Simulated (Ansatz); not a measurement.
Cost and result by functional for the surface energy of the (10-11) surface of hcp Re in its 1x1 cell, outermost plane spacing 0.35 Å in the ideal cut, in Ansatz (plane waves, PAW). Single points on the PBE structure, on one kind of machine; costs are rough ratios of the slab run's core time (references not counted) to the cheapest single point. r2SCAN's cost holds its higher cutoff (500 against 420 eV). Differences are taken against r2SCAN for comparison alone: no measured value is at hand, so the table doesn't rank accuracy.

Set-up: 12 atoms, 10.9 Å thick at the start; mesh 14x8x1; 0.1 eV smearing; dipole correction on; all atoms relaxed; held to the part of the start's symmetry that mesh and held atoms allow; no spin, no spin-orbit, no U. These notes are the PBE run's.

```json
[
 {"functional": "LDA", "relative cost": "1", "surface energy (J/m²)": "3.85", "less r2SCAN (J/m²)": "0.26"},
 {"functional": "PBEsol", "relative cost": "1", "surface energy (J/m²)": "3.73", "less r2SCAN (J/m²)": "0.15"},
 {"functional": "RPBE", "relative cost": "1", "surface energy (J/m²)": "3.13", "less r2SCAN (J/m²)": "-0.46"},
 {"functional": "r2SCAN", "relative cost": "2", "surface energy (J/m²)": "3.59", "less r2SCAN (J/m²)": "0.00"},
 {"functional": "PBE (the relaxed run's value)", "relative cost": "–", "surface energy (J/m²)": "3.34", "less r2SCAN (J/m²)": "-0.25"}
]
```

The values span 0.72 J/m², while the single points' costs differ by a factor of roughly 2. Differences are of unrounded values.

Ansatz is a program for electronic structure.
